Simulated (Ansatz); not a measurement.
TiO2, pressure series

Consider TiO$_{2}$ in the anatase structure (space group I4_1/amd, No. 141).

```
TiO2
1.0
   -1.89921     1.89921     4.85192
    1.89921    -1.89921     4.85192
    1.89921     1.89921    -4.85192
Ti O
2 4
Direct
  0.50000   0.50000   0.00000
  0.25000   0.75000   0.50000
  0.29360   0.29360   0.00000
  0.04360   0.54360   0.50000
  0.45640   0.95640   0.50000
  0.70640   0.70640   0.00000
```

Cell and atoms are relaxed at each pressure.

Calculations: plane-wave PAW DFT at the PBE level (Ansatz, a quantum-chemistry and plane-wave program, 420 eV), no spin-orbit coupling, earlier PAW set.

Candidates:
(a) pressure −2 GPa
(b) pressure −1 GPa
(c) pressure 1.5 GPa
(d) pressure 0.3 GPa

Before the change:

| Item | Value |
|---|---|
| c/a ratio | 2.555 |

Problem. Order them by c/a ratio, lowest first.

Solution. (c) pressure 1.5 GPa (2.544), (d) pressure 0.3 GPa (2.553), (b) pressure −1 GPa (2.562), (a) pressure −2 GPa (2.569)

Load acts through the strain it causes; cell and atoms are relaxed under it. Stability against distortions was not tested. The final runs are not spin-polarised.
